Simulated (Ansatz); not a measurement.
## PBE against r2SCAN: GaN, N → P

Take GaN in the zinc blende structure (space group F-43m, No. 216; a = 4.549 Å) as the base.

(Cell as relaxed with PBE.)

Levels (all Ansatz, a quantum-chemistry and plane-wave program, PAW, earlier PAW set): PBE (420 eV, no spin-orbit coupling); r2SCAN (500 eV, no spin-orbit coupling).

Each level relaxes its own structure.

```
base                      PBE    r2SCAN
-------------------  --------  --------
volume per atom      11.77 Å³  11.38 Å³
lattice parameter a  454.9 pm  449.8 pm
band gap              1.54 eV   2.17 eV
```

One thing is altered: every N is replaced by P, then cell and atoms are relaxed.

| quantity | PBE | r2SCAN |
|---|---|---|
| shift of the gap caused by the change | +0.04 eV | -0.32 eV |
| volume per atom | 20.87 Å³ | 20.25 Å³ |
| band gap | 1.58 eV | 1.85 eV |

PBE's shift of the gap caused by the change lies 0.36 eV above r2SCAN's; PBE's volume per atom lies 0.62 Å³ above r2SCAN's (3.1 %); PBE's band gap lies 0.27 eV below r2SCAN's. Neither level is exact; r2SCAN is the comparison here, not a measurement.

Whether these cells are dynamically stable was not tested. This is not the structure that GaN has at room temperature and ambient pressure.
